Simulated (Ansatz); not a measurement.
Surface: Si(111) 1x1 surface, 6 top atoms, 3 bilayers, bottom bilayer H-capped and fixed, every top atom capped by H; cell 11.5 x 6.6 Å; two neighbouring H replaced by OH; about 7 Å thick over the host's atoms, 18 atoms held. Level of theory: PBE-D3(BJ) (plane waves to 420 eV, PAW; Ansatz, a quantum-chemistry and plane-wave program). k mesh 1 x 2 x 1. The slab states are spin-polarised. No Hubbard U. Slab thickness, cell and mesh are as stated and are not converged limits. All energies are electronic energies at 0 K, without vibrations. Each state was relaxed from one prepared geometry.

End state of this step: the surface fragment of MoCl5 exchanges a second ligand with a neighbouring O-H group. Atoms near the product:

```csv
atom,x (Å),y (Å),z (Å)
H(14),0.021,0.027,11.056
H(45),-1.915,3.334,11.078
O(48),2.446,3.575,11.095
H(49),0.737,2.985,13.483
Mo(a0),3.780,3.658,12.353
Cl(a2),2.210,4.444,13.941
Cl(a3),4.037,1.741,13.471
Cl(a4),5.199,5.281,13.071
Cl(a5),-0.106,2.072,13.031
```

**Question.** What energy does it take to move HCl into the gas, one a cell, with the surface relaxed behind it, and what are its closest contacts before it leaves?

**Answer.** 0.37 eV. Its closest contacts to the rest of the cell: H(49)...Cl(a2) 2.12 Å, Cl(a5)...H(14) 2.85 Å, Cl(a5)...H(45) 2.95 Å.

Here MoCl5 is the monomer.
